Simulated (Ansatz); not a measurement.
A computed series for NbAs: pressure series

Consider NbAs (space group I4_1md, No. 109; a = 3.458 Å, c = 11.764 Å).

Cell and atoms are relaxed at each pressure.

All numbers come from Ansatz (a quantum-chemistry and plane-wave program) r2SCAN, no spin-orbit coupling.

Notes on the quantities. enthalpy: H = E + PV relative to the base's energy.

| variant | lattice parameter a | c/a ratio | enthalpy |
|---|---|---|---|
| base | 3.458 Å | 3.402 | – |
| pressure −2 GPa | 3.469 Å | 3.410 | -0.22 eV/atom |
| pressure −1 GPa | 3.464 Å | 3.406 | -0.11 eV/atom |
| pressure 0.9 GPa | 3.453 Å | 3.399 | +0.10 eV/atom |
| pressure 2.1 GPa | 3.447 Å | 3.395 | +0.23 eV/atom |

Load acts through the strain it causes; cell and atoms are relaxed under it. Whether these cells are dynamically stable was not tested. All final runs are without spin polarisation.
